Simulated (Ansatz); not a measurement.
Consider the following.

```
Bi2Te3
1.0
    2.19720     1.26855    10.46315
   -2.19720     1.26855    10.46315
    0.00000    -2.53711    10.46315
Bi Te
2 3
Direct
  0.39833   0.39833   0.39833
  0.60167   0.60167   0.60167
  0.00000   0.00000   0.00000
  0.21378   0.21378   0.21378
  0.78622   0.78622   0.78622
```

No spin polarisation.

Computed with r2SCAN+rVV10 (Ansatz, a program for electronic structure, PAW, scalar-relativistic without spin-orbit coupling). Settings: 9×9×9 k-points, 0.05 eV Fermi–Dirac smearing.

Task: What band gap does the calculation give?

Result: 0.68 eV.

Task: Predict the width of the top valence band.

Result: 1.29 eV.

Task: What hole mass does the calculation give?

Result: 0.43 mₑ along c, 0.12 mₑ across (at Γ).

Spin-orbit coupling, missing from the scalar runs, can matter with Bi and Te. Masses are band curvatures over ±0.01 Å⁻¹ around the edge. Stability against distortions was not tested. The cell was made from Bi2Se3 by this change: Se → Te.
